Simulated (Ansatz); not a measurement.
Consider interstitial P in silicon with all lengths changed by +1 %, charge state +1. Method: PBE, PAW (plane waves to 420 eV; Ansatz, a quantum-chemistry and plane-wave program).

64-site cell at the strained lattice (strain from the relaxed PBE one, atoms relaxed), a 2×2×2 k-point mesh shifted by half a step, smearing 0.01 eV, spin-restricted, no finite-size correction. No zero-point or tunnelling terms. The charge state is imposed; whether it is stable for some Fermi level was not computed. Sites that were not tried may lie lower.

Barriers: single points on a 3×3×3 k-point mesh shifted by half a step at the bands' geometries.

Relaxed starting cell (atoms counted from 1):

```
CELL_PARAMETERS angstrom
     11.04940     0.00000     0.00000
      0.00000    11.04940     0.00000
      0.00000     0.00000    11.04940
ATOMIC_POSITIONS crystal
  Si 0.00090 0.00204 0.25061
  Si 0.99764 0.99880 0.74779
  Si 0.99762 0.49927 0.24728
  Si 0.99706 0.50529 0.75386
  Si 0.49812 0.99876 0.24729
  Si 0.50415 0.99814 0.75390
  Si 0.50413 0.50524 0.24688
  Si 0.49792 0.49907 0.74759
  Si 0.12363 0.37571 0.12267
  Si 0.11349 0.37609 0.62473
  Si 0.12389 0.87618 0.12479
  Si 0.12370 0.87424 0.62423
  Si 0.62566 0.37555 0.12383
  Si 0.62872 0.37714 0.62566
  Si 0.62476 0.87499 0.12352
  Si 0.62572 0.87524 0.62420
  Si 0.99835 0.25070 0.99961
  Si 0.99541 0.24929 0.49777
  Si 0.99930 0.75138 0.99990
  Si 0.99837 0.75108 0.49932
  Si 0.50036 0.25062 0.00066
  Si 0.51060 0.25014 0.49895
  Si 0.50017 0.75007 0.99875
  Si 0.50039 0.75220 0.49919
  Si 0.12615 0.12728 0.37580
  Si 0.11993 0.12105 0.87663
  Si 0.11991 0.62808 0.36962
  Si 0.12592 0.62759 0.87611
  Si 0.62694 0.12107 0.36959
  Si 0.62644 0.12706 0.87610
  Si 0.62644 0.62760 0.37565
  Si 0.62315 0.62428 0.87286
  Si 0.24958 0.99947 0.99963
  Si 0.24815 0.99657 0.49782
  Si 0.24947 0.50150 0.00066
  Si 0.24907 0.51176 0.49892
  Si 0.75022 0.00044 0.99990
  Si 0.74993 0.99951 0.49931
  Si 0.74898 0.50130 0.99873
  Si 0.75102 0.50153 0.49918
  Si 0.37485 0.37598 0.36315
  Si 0.37595 0.37709 0.87834
  Si 0.37457 0.87423 0.37338
  Si 0.37446 0.87519 0.87545
  Si 0.87306 0.37572 0.37335
  Si 0.87409 0.37558 0.87541
  Si 0.87505 0.87619 0.37359
  Si 0.87385 0.87500 0.87443
  Si 0.24804 0.24921 0.24492
  Si 0.24913 0.25020 0.76017
  Si 0.24960 0.75108 0.24810
  Si 0.24948 0.75218 0.75006
  Si 0.74996 0.25073 0.24807
  Si 0.75102 0.25063 0.75003
  Si 0.75020 0.75136 0.24897
  Si 0.74901 0.75012 0.74989
  Si 0.37457 0.12479 0.12269
  Si 0.37503 0.11461 0.62478
  Si 0.37442 0.62677 0.12385
  Si 0.37599 0.62990 0.62568
  Si 0.87505 0.12501 0.12476
  Si 0.87308 0.12486 0.62422
  Si 0.87384 0.62593 0.12353
  Si 0.87410 0.62684 0.62417
  P  0.31211 0.31329 0.56155
```
Cell charge +1.

End state 1 differs by these moves (Å; atoms that move under 0.08 Å are left out):

```
atom  element     Δx     Δy     Δz
----  -------  -----  -----  -----
1          Si  -0.06  -0.04  -0.06
6          Si  -0.06   0.04  -0.06
10         Si   0.12   0.00   0.12
25         Si  -0.02  -0.14  -0.02
41         Si   0.12   0.00   0.12
58         Si  -0.02   0.14  -0.02
65          P  -1.38   0.00  -1.38
```

Task: What is the computed forward and backward barriers to end state 1 (PBE, PAW)?

Result: forward 0.66 eV, backward 0.66 eV; at the saddle point atom 65 has neighbours Si at 2.14, 2 Si at 2.31 Å. The saddle point's order was not checked, and it lies on a symmetry element of the cell, where a band can be held.
